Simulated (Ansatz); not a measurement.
Structures of equal composition on the (111) surface of fcc Au: a layer of Fe in place of the second plane; a layer of Fe in place of the third plane. The slabs share one bottom face, and each structure is named by its start. These are constructed structures in small cells; real faces may alloy, dewet or reconstruct in larger ones, and not all known structures of the face are among them. Slabs of about 12 Å with all that they carry, Fermi-Dirac smearing of 0.1 eV. Bottom of the slabs: a bare face, its two planes held. Relaxed from the named starts with such symmetry as they have, on meshes of like density; energies extrapolated to zero smearing; no spin-orbit coupling, no U. Spin-polarised runs, if any, are marked in brackets, and their order is one that fits the cell; the others ran without spin.

Computed with PBE (plane waves to 420 eV, PAW; Ansatz, a program for electronic structure).

Task: Order them by energy per 1x1 cell (lowest first) at the level PBE.

Result: a layer of Fe in place of the third plane (0.000 eV [spin, 3.1 μB a cell]), a layer of Fe in place of the second plane (0.036 eV [spin, 3.1 μB a cell])
